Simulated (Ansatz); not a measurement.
Take TiN in the rock salt structure (space group Fm-3m, No. 225; a = 4.2045 Å; relaxed with 0.1 eV smearing) as the base. Axes: x, y, z lie along the cube axes.

The values are results of PBEsol in Ansatz (plane waves to 420 eV, PAW, spin-orbit coupling left out), not measurements.

Strains are applied to the cell and any free atomic positions relax; under biaxial strain the out-of-plane vector relaxes too.

One change was made to it. Results:

The energy rises by 25 meV/atom; the shortest interatomic distance decreases by 0.0488 Å to 2.054 Å.

Question: Name the change that was made.
A. biaxial strain +1.87 %, plane normal [001], relaxed out of plane
B. biaxial strain −0.76 %, plane normal [111], relaxed out of plane
C. biaxial strain +0.93 %, plane normal [001], relaxed out of plane
D. uniaxial strain ε_zz = −0.97 %
E. biaxial strain −2.32 %, plane normal [001], relaxed out of plane

Answer: E, biaxial strain −2.32 %, plane normal [001], relaxed out of plane. For comparison, the energy relative to the base in the other runs: biaxial strain +1.87 %, plane normal [001], relaxed out of plane gives +14 meV/atom; biaxial strain −0.76 %, plane normal [111], relaxed out of plane gives +2.0 meV/atom; uniaxial strain ε_zz = −0.97 % gives +1.8 meV/atom; biaxial strain +0.93 %, plane normal [001], relaxed out of plane gives +3.5 meV/atom.

No phonon test of stability was made. The base started in Pnma and relaxed to Fm-3m at this level. All final runs are without spin polarisation. An odd electron count without spin: TiN.

Ansatz is a first-principles code.
